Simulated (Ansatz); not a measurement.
```xyz
2
Lattice="0.0000 2.7650 2.7650 2.7650 0.0000 2.7650 2.7650 2.7650 0.0000" Properties=species:S:1:pos:R:3 pbc="T T T"
Te     4.1475     4.1475     4.1475
Be     0.0000     0.0000     0.0000
```

No spin polarisation.

Calculations: Ansatz (a program for electronic structure) PBEsol, spin-orbit coupling left out, earlier PAW set. k-mesh 10×10×10 (Γ-centred); smearing 0.05 eV (Fermi–Dirac).

Task: Predict the width of the top valence band.

Result: 3.50 eV.

Task: Estimate the hole mass (degenerate bands, along [100]).

Result: 0.20, 0.31, 0.31 mₑ (at Γ).

Task: Predict the band gap.

Result: 1.73 eV.

Task: Predict the space group.

Result: F-43m (No. 216).

Spin-orbit coupling, missing from the scalar runs, can matter with Te. The cells carry an imposed strain or load. Masses are band curvatures over ±0.01 Å⁻¹ around the edge. Whether these cells are dynamically stable was not tested. The cell was made from BeTe in the zinc blende structure (space group F-43m, No. 216) by this change: isotropic strain −1.33 %.
